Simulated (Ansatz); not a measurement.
Consider Sb (space group R-3m, No. 166; a = 4.326 Å, c = 11.339 Å (hexagonal axes); layered; relaxed with 0.1 eV smearing). Axes: x lies along a and z along c of the hexagonal cell.

All numbers come from Kohn–Sham DFT with the r2SCAN+rVV10 functional, run in Ansatz (a quantum-chemistry and plane-wave program) with PAW and 500 eV plane waves, no spin-orbit coupling.

It is then changed as follows: uniaxial strain ε_xx = +2.13 %, all other strain components held at zero, atoms relaxed at fixed cell.

### Question
What does the calculation give for the stress after the change?

### Answer
The stress (xx, yy, zz, yz, xz, xy; compression positive) comes out as (-2.0, -0.6, -0.5, 0.4, 0.0, 0.0) GPa.

### Question
Predict the new largest internal atomic displacement.

### Answer
The largest internal atomic displacement comes out as 0.011 Å.

Whether these cells are dynamically stable was not tested.
